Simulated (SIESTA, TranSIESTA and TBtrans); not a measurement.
# Ir chain bridged by a linear C2 unit along the axis

Junction: Ir chain bridged by a linear C2 unit along the axis. Leads: straight Ir chain, spacing 2.3 Å. Geometry: 4 atoms about the centre moved by SIESTA (PBE, DZP) to a largest force of 0.02 eV/Å, all others as built, motion along the axis alone.

Method: TranSIESTA and TBtrans, PBE, DZP numerical orbitals (energy shift 0.15 eV), PseudoDojo norm-conserving scalar-relativistic potentials, mesh cutoff 200 Ry, 300 K, spin-polarised (collinear), no spin-orbit coupling; self-consistent non-equilibrium Green functions.

```
Property                           Value
---------------------------------  -----
Conductance at 300 K (G0 = 2e²/h)   2.22
Mean T from −0.5 to 0.5 eV          2.22
```

Energies count from the leads' Fermi level. Transmissions are for each spin. The energy step is 0.01 eV; narrower resonances are cut or missed.

| E (eV) | T up | T down | lead channels up | down |
|---|---|---|---|---|
| -2.00 | 2.15 | 2.15 | 4 | 3 |
| -1.90 | 2.14 | 2.17 | 4 | 4 |
| -1.80 | 2.13 | 2.18 | 4 | 4 |
| -1.70 | 2.13 | 2.18 | band edge | 4 |
| -1.60 | 2.14 | 2.18 | 6 | 4 |
| -1.50 | 2.15 | 2.17 | 6 | 4 |
| -1.40 | 2.16 | 2.17 | 6 | 4 |
| -1.30 | 2.18 | 2.17 | 6 | 4 |
| -1.20 | 2.20 | 2.17 | 6 | 4 |
| -1.10 | 2.21 | 2.17 | 6 | 4 |
| -1.00 | 2.23 | 2.17 | 6 | 6 |
| -0.90 | 2.25 | 2.17 | 6 | 6 |
| -0.80 | 2.26 | 2.17 | 6 | 6 |
| -0.70 | 2.27 | 2.17 | 6 | 6 |
| -0.60 | 2.27 | 2.17 | 6 | 6 |
| -0.50 | 2.27 | 2.17 | 6 | 6 |
| -0.40 | 2.26 | 2.17 | band edge | 6 |
| -0.30 | 2.26 | 2.17 | 4 | 6 |
| -0.20 | 2.25 | 2.18 | 4 | 6 |
| -0.10 | 2.25 | 2.18 | 4 | 6 |
| 0.00 | 2.25 | 2.19 | 4 | 6 |
| 0.10 | 2.24 | 2.20 | 4 | 6 |
| 0.20 | 2.24 | 2.22 | 4 | 6 |
| 0.30 | 2.24 | 2.23 | 4 | 4 |
| 0.40 | 2.23 | 2.25 | 4 | 4 |
| 0.50 | 2.23 | 2.27 | 4 | 4 |
| 0.60 | 2.24 | 2.29 | 4 | 4 |
| 0.70 | 2.19 | 2.30 | 3 | 4 |
| 0.80 | 2.16 | 2.30 | 3 | 4 |
| 0.90 | 2.13 | 2.30 | 3 | 4 |
| 1.00 | 2.12 | 2.29 | 3 | 4 |
| 1.10 | 2.10 | 2.29 | 3 | 4 |
| 1.20 | 2.08 | 2.18 | 3 | 3 |
| 1.30 | 2.05 | 2.14 | 3 | 3 |
| 1.40 | 2.01 | 2.11 | 3 | 3 |
| 1.50 | 1.93 | 2.09 | 3 | 3 |
| 1.60 | 1.66 | 2.06 | 3 | 3 |
| 1.70 | 0.088 | 2.03 | 1 | 3 |
| 1.80 | 0.085 | 1.97 | 1 | 3 |
| 1.90 | 0.082 | 1.85 | 1 | 3 |
| 2.00 | 0.080 | 1.25 | 1 | 3 |

The magnetic order of the leads was set by the start, and no other order was tried; the separate lead runs end at 0.77 (left) and 0.77 (right) μB an atom. The straight chain is held at its spacing; free chains may zigzag or dimerise. Spin-orbit coupling, left out here, matters for the heavy atoms.
